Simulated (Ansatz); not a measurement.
Fermi-surface data of Nb (R-3m)

```yaml
crystal:
  lattice:
    - [-1.61961, 1.63696, 1.63696]
    - [1.63696, -1.61961, 1.63696]
    - [1.63696, 1.63696, -1.61961]
  atoms:
    - { symbol: Nb, position: [0.00000, 0.00000, 0.00000] }
```

Calculation: PBEsol, rigid bands (plane waves, PAW, scalar-relativistic; Ansatz, a first-principles code). Condition of this run: uniaxial stress along [111] of -1 GPa (compression positive) (the target of the relaxation). Cell: cell and atoms relaxed with PBEsol, then loaded as said.

The density of states at the Fermi level is 1.44 states/(eV·cell), both spins and the bare Sommerfeld coefficient is 3.4 mJ/(mol of atoms·K²). The drude plasma energy comes out as 9.4 eV, the root-mean-square Fermi velocity is 6.4e5 m/s and the resistivity times τ comes out as 5.6 ×10⁻²² Ω·m·s. The resistivity times mean free path comes out as 3.8 ×10⁻¹⁶ Ω·m².

A metal at this level (no band gap); rigid bands, thermally averaged at 300 K, both spins. Spin-orbit coupling is left out. τ is one relaxation time for all states; the product of resistivity and mean free path takes one path for all states instead.
